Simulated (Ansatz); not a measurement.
We consider YCu (Pnma, No. 62, 8 atoms in the cell; start mp-1080443), described by PBEsol in Ansatz (PAW).

Settings: plane-wave cutoff 520 eV, 8×12×10 k mesh (along the axes of the cell as run), Fermi–Dirac smearing 0.05 eV, no spin polarisation, scalar-relativistic PAW data made under PBE.

Cell (relaxed at this level):

Space group Pnma (No. 62); a = 7.0701 Å, b = 4.4100 Å, c = 5.3163 Å, α = β = γ = 90.00°

```tsv
atom	site	symmetry	x	y	z
Y	4c	.m.	0.1813	0.2500	0.1330
Cu	4c	.m.	0.0321	0.2500	0.6233
```

Question: What does this level give for the bulk modulus B0?

Answer: 
* **bulk modulus B0**: 75.3 GPa

Note: the run has no spin polarisation, so it can have missed a magnetic state; the bulk modulus is −V dP/dV from two relaxed cells at ±2 % in volume; the relaxation could not lower the start's symmetry, so the cell can be a saddle point above a distorted one.

A start named mp-… is a Materials Project structure, which need not be a measured phase.

Ansatz is a quantum-chemistry and plane-wave program.
